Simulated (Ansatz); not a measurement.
# VBiO4: uniaxial strain ε_zz = −4.31 %

The reference is VBiO$_{4}$ (space group I4_1/a, No. 88; a = 5.166 Å, c = 11.779 Å). Axes: x, y, z lie along a, b, c of the conventional cell.

Modification: the cell is compressed by 4.31 % along z with no lateral relaxation, atoms relaxed at fixed cell.

The values are results of DFT with PBE, PAW potentials and a 420 eV plane-wave cutoff in Ansatz (a quantum-chemistry and plane-wave program), no spin-orbit coupling, not measurements. k-mesh 7×7×7 (Γ-centred); smearing 0.05 eV (Fermi–Dirac).

```csv
quantity,base,changed,shift
volume per atom,13.10 Å³,12.54 Å³,-0.56 Å³
space group,I4_1/a (No. 88),I4_1/a (No. 88),–
shortest interatomic distance,1.736 Å,1.730 Å,-0.006 Å
energy relative to the base (free energy F),0 meV/atom,+14 meV/atom,+14 meV/atom
"pressure (mean of the normal stresses, compression positive)",0.00 GPa,5.69 GPa,+5.69 GPa
band gap (an upper bound: an edge found on the path is not a true extremum; the changed cell),2.25 eV,2.06 eV,-0.19 eV
largest internal atomic displacement,–,0.037 Å,–
"stress (xx, yy, zz, yz, xz, xy; compression positive)",–,"(4.46, 4.46, 8.13, 0.00, 0.00, 0.00) GPa",–
```

Cost of the whole job for the changed cell (relaxation, final SCF and bands): about 3 core-minutes (a rough figure).

With Bi present, leaving out spin-orbit coupling can change the band edges. No phonon test of stability was made. Starting moments died away, wholly or in part, for the base; another magnetic solution may exist. The final runs are not spin-polarised.
